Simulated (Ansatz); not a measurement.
Consider interstitial Li in alpha Ga2O3, charge state +1. The step: a concerted move, in which Li travels most; the atom moves 2.93 Å along (-0.33, 0.33, 0.02) of the unit cell; at the end the Li atom holds a host Ga site and a host atom stands off its site; the moving atom starts with neighbours 2 Ga at 2.25; 6 O at 2.04 Å and ends with Ga at 2.31, Ga at 2.37; 3 O at 1.88, 3 O at 2.24 Å. DFT values are from Ansatz (plane-wave PAW, 420 eV unless said) in a cell of 120 host sites, spin-restricted, static, with no finite-size correction. The host's phase is taken as given; its stability against other phases was not computed. The charge state is imposed; whether it is stable for some Fermi level was not computed. Sites that were not tried may lie lower. For the PBE band: the saddle point's order was not checked.

| Level | Forward barrier (eV) | Cost of the band or of the saddle's single point |
|---|---|---|
| CHGNet universal potential (has no charge state), its own band | 1.21 | - |
| PBE, the Γ point alone, band relaxed | 1.56 | about 40 core-minutes (a rough figure) |
| PBE, a 2×2×2 k-point mesh shifted by half a step along c, same geometries | 1.58 | around 11 core-minutes (rough) |
| r2SCAN at 500 eV, the Γ point alone, same geometries | ? | around 2.7 core-minutes (rough) |

Complete the blanks.


- r2SCAN at 500 eV, the Γ point alone, same geometries, Forward barrier (eV): 1.47

Ansatz is a first-principles code.
